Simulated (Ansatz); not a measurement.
# How far a parabola holds: energy against volume of CsCl-type NiAl

System: CsCl-type NiAl. Method: PBE (Ansatz, an electronic-structure program, PAW). Run with plane-wave cutoff 520 eV, 20×20×20 k mesh, Fermi–Dirac smearing 0.05 eV, no spin polarisation, scalar-relativistic PAW data made under PBE. The cell has no free parameter but its volume, all volumes share cutoff and mesh, and the runs aren't spin-polarised. Energies are free energies at the run's smearing, counted from the lowest row; static lattice.

| V (Å³/atom) | E (meV/atom) |
|---|---|
| 11.381 | ? |
| 11.623 | 10.35 |
| 11.865 | 2.50 |
| 12.108 | 0.00 |
| 12.350 | 2.32 |
| 12.592 | 8.97 |

Question: Fit E against V with a parabola, and predict the withheld value at V = 11.381.

Answer: With u = V - 12.11, the rows have u = -0.48700, -0.24500, -0.00200, 0.24000, 0.48200. Least squares gives E = -0.009 - 1.007·u + 41.175·u². Residuals (row less fit): 0.103, -0.209, 0.007, 0.199, -0.102; standard error 0.228 (degrees of freedom: 2). The fitted curve has its minimum at V = 12.1, where E = -0.02. Its curvature is d²E/dV² = 2 × 41.175 meV/Å⁶, so B = V0·d²E/dV² × 0.1602 = 160 GPa. At the withheld row, u = -0.72900, so E = -0.009 - 1.007 × (-0.72900) + 41.175 × (-0.72900)² = 22.607 meV/atom. The calculation gives 24.18 meV/atom, 1.573 meV/atom above the prediction (6.5 % of the range of E in the table). The row lies outside the fitted rows, so this is an extrapolation. From the scatter of the fitted rows alone, a prediction at this place has a standard error of 0.540 meV/atom, so the miss is 2.9 times that.

The residuals are curvature that a parabola lacks, not noise. A solid that stiffens under compression and softens on expansion lies above the parabola at the compressed end and under it at the expanded end, as this row does. A third-order Birch-Murnaghan fit to the whole scan has B0 = 159 GPa. Only scans are tabulated whose curvature falls smoothly with volume, and where the parabola meets the shown rows within 5 % of their range and misses the end by 0.1 meV or more.

Measured, for comparison: bulk modulus 156 GPa (room temperature, not corrected to a static lattice; as tabulated in Yamada et al. (2019), arXiv:1910.09660). Computed less measured: bulk modulus +1.9 %. A static lattice is as a rule a little smaller and stiffer than an uncorrected measurement, which can account for part of this in the bulk modulus.
